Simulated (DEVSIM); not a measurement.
Structure: Al/SiO2/n-GaSb capacitor, at 300 K.

```tsv
layer (left to right)	material	thickness (nm)	Nd (cm⁻³)
1	SiO2	2.30	-
2	GaSb	9100	8.6e14
```

Metal gate on the left, work function 4.1 eV. Fixed charge at the semiconductor interface 0 cm⁻² (in units of +e); interface traps 2.6e12 cm⁻² eV⁻¹, uniform in energy, neutral level at 0.7 of the gap above the valence band.

This is a model device: material constants are rounded textbook-type values typed into the input, and sizes, dopings and lifetimes were drawn at random. Values at 300 K.

```csv
parameter,SiO2,GaSb
gap (eV),9,0.726
affinity (eV),0.9,4.06
permittivity,3.9,15.7
Nc (cm⁻³),-,2.1e17
Nv (cm⁻³),-,1.8e19
```

DEVSIM, 1D Poisson equation in equilibrium, Boltzmann statistics, complete ionisation; no quantum confinement or tunnelling. Metal contacts follow the ideal Schottky-Mott rule: no Fermi-level pinning, no interface dipoles.

Problem. Tabulate band edges, carrier densities and field at -0.5 V on the gate.

Solution. Energies count from the Fermi level of the right contact; mesh points crowd at the junctions.

```
x (μm)     Ec (eV)  Ev (eV)  n (cm⁻³)  p (cm⁻³)  field (V/cm)
---------  -------  -------  --------  --------  ------------
0.000        3.700   -5.300     < 1e2     < 1e2       -330000
0.0009436    3.669   -5.331     < 1e2     < 1e2       -330000
0.001849     3.639   -5.361     < 1e2     < 1e2       -330000
0.002882     0.464   -0.262     3.4e9    7.1e14         -7900
0.006295     0.461   -0.265     3.7e9    6.4e14         -7900
0.01277      0.456   -0.270     4.6e9    5.3e14         -7800
0.02649      0.446   -0.280     6.8e9    3.5e14         -7600
0.07614      0.410   -0.316    2.8e10    8.7e13         -7000
0.1703       0.349   -0.377    2.9e11    8.3e12         -6000
0.3827       0.244   -0.482    1.7e13    1.4e11         -3900
0.8619       0.151   -0.575    6.0e14     4.0e9          -550
2.547        0.142   -0.584    8.6e14     2.8e9           ≈ 0
5.390        0.142   -0.584    8.6e14     2.8e9           ≈ 0
7.457        0.142   -0.584    8.6e14     2.8e9           ≈ 0
8.547        0.142   -0.584    8.6e14     2.8e9           ≈ 0
8.857        0.142   -0.584    8.6e14     2.8e9           ≈ 0
8.990        0.142   -0.584    8.6e14     2.8e9           ≈ 0
9.053        0.142   -0.584    8.6e14     2.8e9           ≈ 0
9.086        0.142   -0.584    8.6e14     2.8e9           ≈ 0
9.096        0.142   -0.584    8.6e14     2.8e9           ≈ 0
9.100        0.142   -0.584    8.6e14     2.8e9           ≈ 0
9.102        0.142   -0.584    8.6e14     2.8e9           ≈ 0
```
